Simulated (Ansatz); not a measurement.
Given:

```
ZnS
1.0
    0.00000     2.59671     2.59671
    2.59671     0.00000     2.59671
    2.59671     2.59671     0.00000
S Zn
1 1
Cartesian
  3.89506   3.89506   3.89506
  0.00000   0.00000   0.00000
```

No spin polarisation.

Level of theory: PBEsol (Ansatz, a quantum-chemistry and plane-wave program, PAW, without spin-orbit coupling). Γ-centred 11×11×11 mesh, Fermi–Dirac width 0.05 eV.

Task: Estimate the hole mass (degenerate bands, along [100]).

Result: 0.20, 0.59, 0.59 mₑ (at Γ).

Task: What is the computed gap character?

Result: Direct at Γ.

Task: Predict the width of the top valence band.

Result: 3.24 eV.

Task: What band gap does the calculation give?

Result: 2.49 eV.

Load acts through the strain it causes; cell and atoms are relaxed under it. Masses are band curvatures over ±0.01 Å⁻¹ around the edge. Stability against distortions was not tested. Tetrahedral semiconductors of this kind turn to denser phases somewhere between about 1 and 50 GPa; those were not computed, so compressed cells here can lie past the real transition. The cell was made from ZnS in the zinc blende structure (space group F-43m, No. 216) by this change: pressure 9 GPa.
